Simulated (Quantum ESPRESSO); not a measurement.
Troubleshooting Quantum ESPRESSO: a failed run on VPt2 (Immm, 3 atoms in the cell). The aim is a self-consistent single point with DFT, PBEsol, plane waves, SSSP 1.1.2 efficiency (PBE) pseudopotentials.

The input file:

```fortran
&control
    calculation = 'scf',
    outdir = './tmp/',
    pseudo_dir = './',
    tprnfor = .true.,
    tstress = .true.,
/
&system
    ibrav = 0,
    nat = 3,
    ntyp = 2,
    ecutwfc = 50,
    ecutrho = 400,
    occupations = 'smearing',
    smearing = 'fermi-dirac',
    degauss = 0.0073499,
    nspin = 2,
    starting_magnetization(2) = 0.154,
    input_dft = 'pbesol',
/
&electrons
    conv_thr = 1.0d-9,
    mixing_beta = 0.3,
/
ATOMIC_SPECIES
Pt   195.0840  pt_pbe_v1.4.uspp.F.UPF
V     50.9415  v_pbe_v1.4.uspp.F.UPF
CELL_PARAMETERS bohr
  -2.5794761601     3.5904796368     7.8640952676
   2.5794761601    -3.5904796368     7.8640952676
   2.5794761601     3.5904796368    -7.8640952676
ATOMIC_POSITIONS cartesian
Pt    0.0000000000    0.0000000000    5.4848570000
Pt    0.0000000000    0.0000000000    2.8381430000
V     0.0000000000    0.0000000000    0.0000000000
K_POINTS automatic
8 8 8  0 0 0
```

Log, with long lists cut:

```
     This program is part of the open-source Quantum ESPRESSO suite
     for quantum simulation of materials; please cite

 %%%%%%%%%%%%%%%%%%%%%%%%%%%%%%%%%%%%%%%%%%%%%%%%%%%%%%%%%%%%%%%%%%%%%%%%%%%%%%
     Error in routine read_cards (1):
     unknown option for ATOMIC_POSITION: ATOMIC_POSITIONS CARTESIAN
 %%%%%%%%%%%%%%%%%%%%%%%%%%%%%%%%%%%%%%%%%%%%%%%%%%%%%%%%%%%%%%%%%%%%%%%%%%%%%%

     stopping ...
```

**Question.** Read the log: what does the program object to, and what is the fix?

**Answer.** The fault is a value that the program does not know. The key takes a closed list of words, and names differ between codes. To fix it, use one of the words that the key accepts. The program stopped before any SCF iteration.

An input that runs soundly differs in these lines (not the only fix; some lines may just follow from the change or write a value another way):
```diff
-ATOMIC_POSITIONS cartesian
+ATOMIC_POSITIONS angstrom
```

With that input, the run converged in 18 iterations: free energy E − TS -7695.7026 eV; Fermi level (on the code's own zero) 21.17 eV; pressure -3.88 GPa; largest force (vector length) 0.392 eV/Å; size of the cell's spin moment 0.00 μB (DFT, PBEsol, plane waves, SSSP 1.1.2 efficiency (PBE) pseudopotentials).

On the sound input: the starting cell comes from a database of published, mostly measured structures (it also holds non-ambient and calculated ones), without a prior relaxation at this level. The starting moments vanished: the run ended non-magnetic, which need not be the lowest state. With a pressure of about -4 GPa the cell is away from its equilibrium volume at this level.
